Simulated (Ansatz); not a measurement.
Cubic perovskite KMgF₃, treated with r²SCAN-D4 in Ansatz (PAW).

Run with plane-wave cutoff 560 eV, 8×8×8 k mesh, Fermi–Dirac smearing 0.01 eV, scalar-relativistic PAW data made under PBE.

The cell is scaled about its equilibrium volume:

| V (Å³/atom) | P (GPa) | direct gap at Γ (eV) | smallest gap on the k mesh (eV) |
|---|---|---|---|
| 11.791 | 5.63 | 9.169 | 8.857 |
| 12.042 | 3.54 | 8.992 | 8.679 |
| 12.293 | 1.67 | 8.822 | 8.508 |
| 12.543 | 0.00 | 8.660 | 8.346 |
| 12.794 | -1.50 | 8.504 | 8.190 |
| 13.045 | -2.84 | 8.355 | 8.041 |
| 13.296 | -4.05 | 8.211 | 7.898 |

The fundamental gap (8.35 eV at the equilibrium volume, with added k points) lies elsewhere than Γ–Γ.

Ansatz is a quantum-chemistry and plane-wave program.
